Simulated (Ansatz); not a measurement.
The parent structure is BP in the zinc blende structure (space group F-43m, No. 216; a = 4.5366 Å).

The values are results of r2SCAN/PAW in Ansatz (a first-principles code), scalar-relativistic without spin-orbit coupling, not measurements.

For the base:

The hole mass comes out as 0.24, 0.24, 0.32 mₑ (at Γ) and the smallest direct gap comes out as 3.60 eV.

One thing is altered: the cell is scaled by 0.9900 in all directions, atoms relaxed at fixed cell.

Q: Predict the new energy relative to the base, hole mass and smallest direct gap.

A: The energy grows by 5.7 meV/atom; the hole mass (degenerate bands, along [100]) goes from 0.24, 0.24, 0.32 mₑ (at Γ) to 0.24, 0.24, 0.33 mₑ (at Γ); the smallest direct gap increases by 0.05 eV to 3.65 eV.

The cells carry an imposed strain or load. Effective masses come from finite differences of ±0.01 Å⁻¹. No phonon test of stability was made.
